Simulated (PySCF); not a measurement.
PySCF 2.14.0, HF/def2-svp, df: Ti(F)3(Br) ([F][Ti]([F])([F])[Br]), 5 atoms. The geometry is a generated start, not checked to be a minimum at this level.

```yaml
task: energy
method: hf
basis: def2-svp
two_electron_scheme: density fitting
mol.max_memory: 3000 MB
mf.max_cycle: 100
mf.DIIS: CDIIS (default)
mf.conv_tol: 1e-09 (default)
basis_functions: 105
```

```xyz
5

Ti     0.0568    -0.0979     0.1871
F      0.4002     1.1738     1.2457
F      1.3965    -1.0372    -0.2301
F     -1.3212    -0.9909     0.5865
Br    -0.5323     0.9522    -1.7891
```

Charge 0 and multiplicity 1 are set for this test and not shown to be the ground state.

With the defaults (mf.diis = true, mf.level_shift = 0, mf.damp = 0, mf.diis_start_cycle = 1, mf.diis_space = 8, newton = off, mf.init_guess = minao) it converges in 14 Fock builds. One run each on 2 threads, 1 BLAS thread, with these changes:
- mf.diis_space = 12
- mf.damp = 0.3, mf.diis_start_cycle = 4
- newton = Hessian by the SCF's own integrals
- mf.diis = false
- mf.diis_space = 3
- mf.init_guess = huckel
- mf.level_shift = 0.3 Hartree
- mf.damp = 0.7, mf.diis_start_cycle = 8
- mf.level_shift = 0.1 Hartree

Q: Which runs fail or end elsewhere than the default run?

A: No convergence: mf.diis = false (the run ends without SCF convergence in 100 cycles). The rest reach the solution of the defaults.

```json
[
 {"setting": "the defaults", "Fock builds": "14", "end": "same solution"},
 {"setting": "mf.diis_space = 12", "Fock builds": "14", "end": "same solution"},
 {"setting": "mf.damp = 0.3, mf.diis_start_cycle = 4", "Fock builds": "15", "end": "same solution"},
 {"setting": "mf.init_guess = huckel", "Fock builds": "15", "end": "same solution"},
 {"setting": "mf.level_shift = 0.1 Hartree", "Fock builds": "15", "end": "same solution"},
 {"setting": "mf.level_shift = 0.3 Hartree", "Fock builds": "17", "end": "same solution"},
 {"setting": "mf.diis_space = 3", "Fock builds": "17", "end": "same solution"},
 {"setting": "mf.damp = 0.7, mf.diis_start_cycle = 8", "Fock builds": "18", "end": "same solution"},
 {"setting": "newton = Hessian by the SCF's own integrals", "Fock builds": "33", "end": "same solution"},
 {"setting": "mf.diis = false", "Fock builds": "101", "end": "no convergence"}
]
```

Under newton the count holds the products with the orbital Hessian.
